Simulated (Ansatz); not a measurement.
## Competing hops of O vacancy in polar orthorhombic ZrO2 with all lengths changed by -1 %, charge state +2

Defect: O vacancy in polar orthorhombic ZrO2 with all lengths changed by -1 %, charge state +2. Method: PBE, PAW (plane waves to 420 eV; Ansatz, a first-principles code).

Settings: 96 host sites, the strained lattice (strain from the relaxed PBE one, atoms relaxed), the Γ point alone, smearing 0.01 eV, spin-restricted, no image-charge correction. No zero-point or tunnelling terms. The host's phase is taken as given; its stability against other phases was not computed. The charge state is imposed; whether it is stable for some Fermi level was not computed. Forms of the defect that were not tried may lie lower.

Barriers: single points on a 2×2×2 k-point mesh shifted by half a step at the bands' geometries.

```csv
Route,Start site over the lowest site run (eV),Hop (Å),Forward barrier (eV),Backward barrier (eV),Neighbours at the start,Neighbours at the saddle,Saddle order,"Forward, on the band's own sampling (eV)"
a nearby O atom hops onto the vacant site,0.00,2.53,0.45,0.45,"O at 2.55, O at 2.61; 2 Zr at 2.09, Zr at 2.18 Å","O at 2.54, O at 2.59; 2 Zr at 2.03 Å",not checked,0.45
a nearby O atom hops onto the vacant site,0.00,2.36,0.55,0.55,"O at 2.56; Zr at 2.01, Zr at 2.13, Zr at 2.23 Å","O at 2.45; Zr at 1.96, Zr at 2.12 Å",not checked,0.53
a nearby O atom hops onto the vacant site,0.00,2.03,0.65,0.40,"O at 2.54, O at 2.58, O at 2.61; Zr at 2.08, Zr at 2.18, Zr at 2.30, Zr at 2.37 Å","O at 2.54; Zr at 2.00, Zr at 2.01 Å",not checked,0.63
```

Paths come from CI-NEB runs. Of the routes that converged and passed our checks, the lowest saddle point lies 0.45 eV above the lowest of the sites run (a nearby O atom hops onto the vacant site); other sites, such as split forms, and other routes may lie lower. 

The whole set of runs took about 1.5 core-hours (a rough figure).
